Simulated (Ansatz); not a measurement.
```
CELL_PARAMETERS angstrom
      3.09713     0.00000     0.00000
      0.00000     3.09697     0.03571
      0.00000     1.29663    21.74634
ATOMIC_POSITIONS crystal
  C  0.00000 0.48054 0.13247
  C  0.50000 0.03094 0.03179
  C  0.00000 0.37984 0.33380
  C  0.50000 0.93023 0.23311
  C  0.00000 0.27400 0.54598
  C  0.50000 0.82947 0.43451
  Si 0.00000 0.95575 0.18204
  Si 0.50000 0.50630 0.08101
  Si 0.00000 0.85515 0.38318
  Si 0.50000 0.40534 0.28282
  Si 0.50000 0.30351 0.48658
  W  0.00000 0.21500 0.66412
  W  0.50000 0.75344 0.58710
  W  0.00000 0.14073 0.81248
  W  0.50000 0.67826 0.73767
  W  0.00000 0.06420 0.96549
  W  0.50000 0.60388 0.88612
```

The first 11 atoms are the substrate (SiC-3C), the rest the film (W).

Method: PBE (plane waves to 420 eV, PAW; Ansatz, a first-principles code). No spin–orbit coupling; the runs are not spin-polarised. Its k-point mesh 10×10×1, Fermi–Dirac width 0.05 eV.

Q: Describe the bonding at the interfaces and give the barriers.

A: A periodic stack without vacuum, bcc W (0 0 1) on 3C silicon carbide (0 0 1) (film strained to the substrate, faces as cut): substrate slab C6Si5, film W6, surface cells [[1, 0], [1, 1]] and [[0, 1], [-1, 0]], film strained by -2.7 and -2.7 %, faces C/C and W/W as cut (like faces can put a slab off its formula).
| Item | Result |
|---|---|
| interface area | 9.6 Å² |
| period | 21.73 Å |
| gaps between the outermost planes at the two interfaces | 0.89 and 1.44 Å |
| C–W contacts across the interfaces within 1.22 times the sum of covalent radii | 7, mean 2.32 Å |
| Si–W contacts across the interfaces within 1.22 times the sum of covalent radii | 2, mean 2.68 Å |
| hole barrier (PBE, at the middle of a substrate layer that carries a field) | 0.98 eV |
| electron barrier (PBE, at the middle of a substrate layer that carries a field) | 0.39 eV |
| slope of the mean potential energy in the substrate | -12.1 MV/cm × e |
